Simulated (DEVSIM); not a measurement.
# illuminated Si p-on-n cell, one wavelength

Device: illuminated Si p-on-n cell, one wavelength, at 300 K.

| layer (left to right) | material | thickness (μm) | Nd (cm⁻³) | Na (cm⁻³) | τn (s) | τp (s) | absorption coefficient (cm⁻¹) |
|---|---|---|---|---|---|---|---|
| 1 | Si | 0.0580 | - | 1.9e18 | 3.6e-7 | 9.2e-8 | 190 |
| 2 | Si | 240 | 6.2e16 | - | 3.3e-6 | 3.3e-6 | 190 |

Left contact: ohmic, minority electron recombination velocity 60000 cm/s. Right contact: ohmic, minority hole recombination velocity 10 cm/s. Voltage is applied to the left contact. Recombination: SRH at mid-gap, radiative. Light enters at the left, 5.4e17 photons cm⁻² s⁻¹, one pass, no reflection. Mobility is μmin + (μ − μmin)/(1 + (N/Nref)^α).

This is a model device: material constants are rounded textbook-type values typed into the input, and sizes, dopings and lifetimes were drawn at random. Values at 300 K.

| parameter | Si |
|---|---|
| gap (eV) | 1.124 |
| affinity (eV) | 4.05 |
| permittivity | 11.7 |
| Nc (cm⁻³) | 2.86e19 |
| Nv (cm⁻³) | 3.1e19 |
| μn (cm²/Vs) | 1417 |
| μp (cm²/Vs) | 470 |
| μn,min | 52 |
| μp,min | 45 |
| Nref,n | 9.7e16 |
| Nref,p | 2.2e17 |
| αn | 0.68 |
| αp | 0.72 |
| B (cm³/s) | 4.7e-15 |

DEVSIM, 1D drift-diffusion, Boltzmann statistics, complete ionisation; no tunnelling, impact ionisation, image-force lowering or self-heating.

| Quantity | Result |
|---|---|
| Potential step across the device at zero bias | 0.893 V |
| Largest field in the device at zero bias | 130000 V/cm |
| Dark forward voltage at 1 A/cm² | 0.717 V |
| Dark forward voltage at 100 A/cm² | 0.982 V |
| Short-circuit current | 44.2 mA/cm² |
| Open-circuit voltage | 0.632 V |
| Fill factor | 0.83 |
| Largest power | 23.3 mW/cm² |
| Share of generated pairs collected at short circuit | 0.516 |

Current under light (generator sign):

```tsv
V (V)	J (mA/cm²)
0.00	44.2
0.08	44.2
0.18	44.2
0.28	44.2
0.38	44.2
0.48	44.1
0.50	43.9
0.52	43.6
0.54	42.9
0.56	41.5
0.58	38.3
0.60	31.4
0.62	16.7
0.64	-15.2
```

Dark reverse current:

| V (V) | J (A/cm²) |
|---|---|
| -0.04 | -2.0e-10 |
| -0.10 | -3.9e-10 |
| -0.20 | -6.5e-10 |
| -0.30 | -8.9e-10 |
| -0.40 | -1.1e-9 |
| -0.60 | -1.5e-9 |
| -0.80 | -1.9e-9 |
| -1.00 | -2.2e-9 |
| -1.30 | -2.7e-9 |
| -1.60 | -3.1e-9 |
| -2.00 | -3.6e-9 |
